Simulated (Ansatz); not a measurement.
# Bulk modulus B0 of Ti5Te4 (I4/m, No. 87) at several levels of theory

No measured value is used here.

```tsv
level (code)	value (GPa)	cell (Å³/atom)
LDA (Ansatz)	?	20.11
PBEsol (Ansatz)	77.7	20.66
PBEsol-D3(BJ) (Ansatz)	91.9	19.50
rVV10 (Ansatz)	64.1	22.12
```

### Question
Some entries are withheld; supply them.

### Answer

- LDA (Ansatz, a program for electronic structure), value (GPa): 82.9

Each level is taken at its own relaxed cell. Ansatz's density-functional and Hartree–Fock values are scalar-relativistic unless marked +SOC, with PAW data made under PBE.
